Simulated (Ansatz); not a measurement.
The parent structure is BN in the wurtzite structure (space group P6_3mc, No. 186; a = 2.541 Å, c = 4.203 Å). Axes: x lies along a and z along c of the hexagonal cell.

Calculations: PBEsol/PAW in Ansatz (a program for electronic structure), no spin-orbit coupling.

One thing is altered: the cell is stretched by 1.20 % along x with no lateral relaxation, atoms relaxed at fixed cell.

### Question
Predict the stress tensor and what it implies for the stiffness.

### Answer
Stress of the strained cell less that of the base (GPa, compression positive):
```
 -10.95    0.00    0.00
   0.00   -1.63    0.00
   0.00    0.00   -0.73
```

Then −Δσ_ii/ε with ε = 0.0120 gives relaxed-ion elastic constants: C11 ≈ 913 GPa, C12 ≈ 135 GPa and C13 ≈ 61 GPa.

Stability against distortions was not tested.
